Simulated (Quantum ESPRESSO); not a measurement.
**Short convergence ladders for TiB₂ (P6/mmm, 3 atoms in the cell)**

```
CELL_PARAMETERS angstrom
      3.01485     0.00000     0.00000
     -1.50743     2.61094     0.00000
      0.00000     0.00000     3.21385
ATOMIC_POSITIONS crystal
  Ti 0.00000 0.00000 0.00000
  B  0.33333 0.66667 0.50000
  B  0.66667 0.33333 0.50000
```

Base method: PBE, PseudoDojo standard norm-conserving (PBE) pseudopotentials (plane waves; Quantum ESPRESSO).

Base settings: ecutwfc = 85 Ry; occupations = smearing; smearing = fermi-dirac; degauss = 0.0073499 Ry; potentials = {Ti: Ti.upf, B: B.upf}; K_POINTS = automatic 9 9 7 0 0 0; conv_thr = 1e-10 Ry.

Core times come from one kind of shared machine, to one figure; runs under 30 s give none.

**Zone-centre phonons against the cutoff**

In this ladder: ph.x.tr2_ph = 1e-14; ph.x.fildyn = dyn.G; dynmat.x.fildyn = dyn.G; dynmat.x.asr = simple.

The mesh stays at the base's, so the ladder's end is converged at best in this setting alone.

Frequencies are those of the unrelaxed cell, without the LO-TO term of polar crystals.

Only quantities that move along the ladder and can be compared are tabulated.

| ecutwfc | highest zone-centre frequency (cm⁻¹) | lowest optical frequency (cm⁻¹) |
|---|---|---|
| 42 Ry | 893.3 | 486.8 |
| 59 Ry | 914.7 | 523.4 |
| 85 Ry | 909.5 | 519.8 |
| 128 Ry | 909.5 | 520.1 |

Coarsest ecutwfc that holds the highest zone-centre frequency within 10 cm⁻¹ of the last step, with all finer ones: 59 Ry; the step before is off by 16 cm⁻¹.

Coarsest ecutwfc that holds the lowest optical frequency within 5 cm⁻¹ of the last step, with all finer ones: 59 Ry; the step before is off by 33 cm⁻¹.

**Zone-centre phonons against the mesh**

In this ladder: ph.x.tr2_ph = 1e-14; ph.x.fildyn = dyn.G; dynmat.x.fildyn = dyn.G; dynmat.x.asr = simple.

Frequencies are those of the unrelaxed cell, without the LO-TO term of polar crystals.

Only quantities that move along the ladder and can be compared are tabulated.

```csv
K_POINTS,highest zone-centre frequency (cm⁻¹),lowest optical frequency (cm⁻¹),core time / last (rough)
automatic 4 4 3 0 0 0,863.2,498.4,0.2
automatic 5 5 4 0 0 0,918.6,498.7,0.3
automatic 8 8 6 0 0 0,915.7,520.6,0.8
automatic 10 10 8 0 0 0,903.9,519.0,1
```

Coarsest K_POINTS that holds the lowest optical frequency within 10 cm⁻¹ of the last step, with all finer ones: automatic 8 8 6 0 0 0; the step before is off by 20 cm⁻¹.

Coarsest K_POINTS that holds the highest zone-centre frequency within 10 cm⁻¹: not settled: the last two steps still differ by 12 cm⁻¹, over half the tolerance, so the ladder does not show it.

On the base run: the starting cell has typed, rounded lattice constants, without a prior relaxation at this level. Its lattice was rescaled by up to half a per cent. Spin polarisation is off. In the base run, with a pressure of about 4 GPa the cell is away from its equilibrium volume at this level.
